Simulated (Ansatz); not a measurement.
**The (221) surface of fluorite-type NiSi2 in its 1x1 cell (cut with top plane Ni, bottom plane 2 Si), outermost plane spacing 0.45 Å in the ideal cut**

The numbers are results of PBE (plane waves to 420 eV, PAW; Ansatz, an electronic-structure program), not measurements.

Slab: 36 atoms, Ni12Si24, 10.4 Å thick at the start (thin: gaps and levels are the slab's own); k 10x4x1, smearing 0.1 eV, dipole-corrected; all atoms relaxed; symmetry of the start imposed; no spin (magnetic order not tried), no spin-orbit, no U.

```yaml
surface energy (mean of two unlike faces): 1.25 J/m^2
surface energy before relaxation (mean of two unlike faces): 1.42 J/m²
work_function_of_the_top_face: 4.70 eV
energy_released_by_relaxation: 0.91 eV
cost: about 40 core-minutes (a rough figure)
```
